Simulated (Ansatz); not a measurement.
Base system: TiSi₂ (space group Fddd, No. 70; a = 4.7791 Å, b = 8.2295 Å, c = 8.5206 Å). Axes: x, y, z lie along a, b, c of the conventional cell.

The values are results of r2SCAN/PAW in Ansatz (a first-principles code), no spin-orbit coupling, not measurements.

Before the change:

- Volume per atom = 13.96 Å³
- Pressure = 0.0 GPa
- Band gap = zero

One thing is altered: biaxial strain +1.93 %, plane normal [001], relaxed out of plane (Cartesian); in-plane vectors clamped, the third vector and the atoms free.

Q: Predict the new volume per atom.

A: The volume per atom rises by 0.47 Å³ (13.96 Å³ → 14.43 Å³).

Q: Predict the new energy relative to the base.

A: The energy grows by 10 meV/atom.

Q: Estimate the effect on the pressure.

A: The pressure (mean of the normal stresses, compression positive) goes from zero to -3.9 GPa.

Q: Estimate the effect on the band gap.

A: The band gap remains zero.

Without a gap, meshes like the base's 13×13×13 leave anisotropic stresses uncertain by several tenths of a GPa, and small strain energies with them. Stability against distortions was not tested. The final runs are not spin-polarised.
